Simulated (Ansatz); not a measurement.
Consider BP in the zinc blende structure (space group F-43m, No. 216; a = 4.5202 Å). Axes: x, y, z lie along the cube axes.

Perturbation: uniaxial strain ε_zz = −1.63 %, all other strain components held at zero; the atoms relax in the strained cell.

Levels (all Ansatz, a program for electronic structure, PAW): PBEsol (420 eV, no spin-orbit coupling); r2SCAN (500 eV, spin-orbit coupling left out); HSE06 (420 eV, without spin-orbit coupling).

One geometry, relaxed with PBEsol, under each level:

```tsv
level	band gap	lowest conduction level above the VBM at special points	electron mass	hole mass	pressure
PBEsol	0.84 eV	M 0.94 eV; X 1.13 eV; S 1.71 eV; S₀ 1.71 eV	1.2 mₑ along k, 0.22 mₑ across (off the special points)	0.36 mₑ along z, 0.24 mₑ across (at Γ)	2.86 GPa
r2SCAN	…	…	…	…	…
HSE06	1.66 eV	M 1.76 eV; X 1.96 eV; S 2.60 eV; Γ 4.21 eV	–	–	–
```

### Question
Give the withheld r2SCAN results.

### Answer

- r2SCAN, band gap: 1.11 eV
- r2SCAN, lowest conduction level above the VBM at special points: M 1.20 eV; X 1.40 eV; S 2.04 eV; S₀ 2.04 eV
- r2SCAN, electron mass: 1.3 mₑ along k, 0.22 mₑ across (off the special points)
- r2SCAN, hole mass: 0.34 mₑ along z, 0.23 mₑ across (at Γ)
- r2SCAN, pressure: 4.85 GPa

Single points use the geometry relaxed with PBEsol. Their cutoffs differ, which shifts pressures a little. HSE06 gaps are upper bounds (no full band path). Masses are band curvatures over ±0.01 Å⁻¹ around the edge. Along k means along the line from Γ to the band edge. Whether these cells are dynamically stable was not tested. Labels are those of the standard path for the cell's own space group.
